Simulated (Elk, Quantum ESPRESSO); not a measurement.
An Elk input for a self-consistent single point of HfCuSi₂ (P4/nmm, 8 atoms in the cell) (DFT, PBEsol, all-electron FP-LAPW, Elk's shipped species files, APW+lo basis with extra local orbitals):

```
tasks
  0

xctype
  22

rgkmax
  7.5

gmaxvr
  14.0

nxlo
  2

lorbcnd
  .true.

rmtscf
  0.92

lmaxi
  2

stype
  3

swidth
  0.00499791

avec
    6.7806245735    0.0000000000    0.0000000000
    0.0000000000    6.7806245735    0.0000000000
    0.0000000000    0.0000000000   16.5998437178

sppath
  'species/'

atoms
  3   : nspecies
  'Hf.in'   : spfname
  2   : natoms; atposl, bfcmt below
  0.0000000000  0.5000000000  0.2658500000    0.0 0.0 0.0
  0.5000000000  0.0000000000  0.7341500000    0.0 0.0 0.0
  'Si.in'   : spfname
  4   : natoms; atposl, bfcmt below
  0.5000000000  0.5000000000  0.5000000000    0.0 0.0 0.0
  0.0000000000  0.0000000000  0.5000000000    0.0 0.0 0.0
  0.5000000000  0.0000000000  0.1701800000    0.0 0.0 0.0
  0.0000000000  0.5000000000  0.8298200000    0.0 0.0 0.0
  'Cu.in'   : spfname
  2   : natoms; atposl, bfcmt below
  0.0000000000  0.0000000000  0.0000000000    0.0 0.0 0.0
  0.5000000000  0.5000000000  0.0000000000    0.0 0.0 0.0

ngridk
  8 8 3
```

### Question
Translate this input to Quantum ESPRESSO.

### Answer
This is the input that was run; spellings and numerical settings could be chosen otherwise.

```fortran
&control
  calculation = 'scf',
  prefix = 'HfCuSi2',
  outdir = './work',
  pseudo_dir = './',
  tprnfor = .true.,
  tstress = .true.,
/
&system
  ibrav = 6,
  A = 3.588152000,
  C = 8.784259000,
  nat = 8,
  ntyp = 3,
  ecutwfc = 50,
  ecutrho = 400,
  occupations = 'smearing',
  smearing = 'fermi-dirac',
  degauss = 0.0099958,
/
&electrons
  conv_thr = 1.0d-9,
  mixing_beta = 0.7,
/
ATOMIC_SPECIES
Hf   178.4900  hf_pbesol_v1.uspp.F.UPF
Si    28.0850  si_pbesol_v1.uspp.F.UPF
Cu    63.5460  cu_pbesol_v1.2.uspp.F.UPF
ATOMIC_POSITIONS crystal
Hf    0.000000000    0.500000000    0.265850000
Hf    0.500000000    0.000000000    0.734150000
Si    0.500000000    0.500000000    0.500000000
Si    0.000000000    0.000000000    0.500000000
Si    0.500000000    0.000000000    0.170180000
Si    0.000000000    0.500000000    0.829820000
Cu    0.000000000    0.000000000    0.000000000
Cu    0.500000000    0.500000000    0.000000000
K_POINTS automatic
8 8 3  0 0 0
```

Basis, cutoffs, solver keys and any potentials are the target program's own. This input uses DFT, PBEsol, plane waves, GBRV 1.5 ultrasoft (PBESOL) pseudopotentials.

The starting cell comes from a database of computed structures (which also holds hypothetical and non-ambient phases and stackings), without a prior relaxation at this level. For this run, on top of that: lattice scaled by 0.98.
